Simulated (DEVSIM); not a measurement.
Device: abrupt Si p-n junction, at 300 K.

| layer (left to right) | material | thickness (μm) | Nd (cm⁻³) | Na (cm⁻³) | τn (s) | τp (s) |
|---|---|---|---|---|---|---|
| 1 | Si | 0.0840 | - | 1.5e16 | 5.2e-7 | 5.2e-7 |
| 2 | Si | 5.90 | 3e17 | - | 5.2e-7 | 5.2e-7 |

Left contact: ohmic. Right contact: ohmic. Voltage is applied to the left contact. Recombination: SRH at mid-gap. Mobility is μmin + (μ − μmin)/(1 + (N/Nref)^α).

Constants are typed, rounded textbook-type inputs, not results; the design itself was drawn at random and stands for no fabricated device. Values at 300 K.

```
parameter           Si
-------------  -------
gap (eV)         1.124
affinity (eV)     4.05
permittivity      11.7
Nc (cm⁻³)      2.86e19
Nv (cm⁻³)       3.1e19
μn (cm²/Vs)       1417
μp (cm²/Vs)        470
μn,min              52
μp,min              45
Nref,n          9.7e16
Nref,p          2.2e17
αn                0.68
αp                0.72
```

Model (solved in DEVSIM): 1D drift-diffusion, Boltzmann statistics, complete ionisation; no tunnelling, impact ionisation, image-force lowering or self-heating.

**Question.** Tabulate band edges, carrier densities and field at zero bias.

**Answer.** Energies count from the Fermi level of the right contact; mesh points crowd at the junctions.

| x (μm) | Ec (eV) | Ev (eV) | n (cm⁻³) | p (cm⁻³) | field (V/cm) |
|---|---|---|---|---|---|
| 0.000 | 0.927 | -0.197 | 7700 | 1.5e16 | -73000 |
| 0.01440 | 0.819 | -0.305 | 490000 | 2.4e14 | -76000 |
| 0.03230 | 0.680 | -0.444 | 1.1e8 | 1.1e12 | -80000 |
| 0.05319 | 0.508 | -0.616 | 8.5e10 | 1.4e9 | -85000 |
| 0.07549 | 0.312 | -0.812 | 1.6e14 | 720000 | -90000 |
| 0.08826 | 0.200 | -0.924 | 1.3e16 | 9200 | -73000 |
| 0.1100 | 0.125 | -0.999 | 2.3e17 | 510 | -9300 |
| 0.1596 | 0.118 | -1.006 | 3.0e17 | 390 | -14 |
| 0.2357 | 0.118 | -1.006 | 3.0e17 | 390 | ≈ 0 |
| 0.3576 | 0.118 | -1.006 | 3.0e17 | 390 | ≈ 0 |
| 0.5639 | 0.118 | -1.006 | 3.0e17 | 390 | ≈ 0 |
| 1.105 | 0.118 | -1.006 | 3.0e17 | 390 | ≈ 0 |
| 1.828 | 0.118 | -1.006 | 3.0e17 | 390 | ≈ 0 |
| 3.034 | 0.118 | -1.006 | 3.0e17 | 390 | ≈ 0 |
| 4.573 | 0.118 | -1.006 | 3.0e17 | 390 | ≈ 0 |
| 5.160 | 0.118 | -1.006 | 3.0e17 | 390 | ≈ 0 |
| 5.507 | 0.118 | -1.006 | 3.0e17 | 390 | ≈ 0 |
| 5.712 | 0.118 | -1.006 | 3.0e17 | 390 | ≈ 0 |
| 5.865 | 0.118 | -1.006 | 3.0e17 | 390 | ≈ 0 |
| 5.924 | 0.118 | -1.006 | 3.0e17 | 390 | ≈ 0 |
| 5.958 | 0.118 | -1.006 | 3.0e17 | 390 | ≈ 0 |
| 5.984 | 0.118 | -1.006 | 3.0e17 | 390 | ≈ 0 |
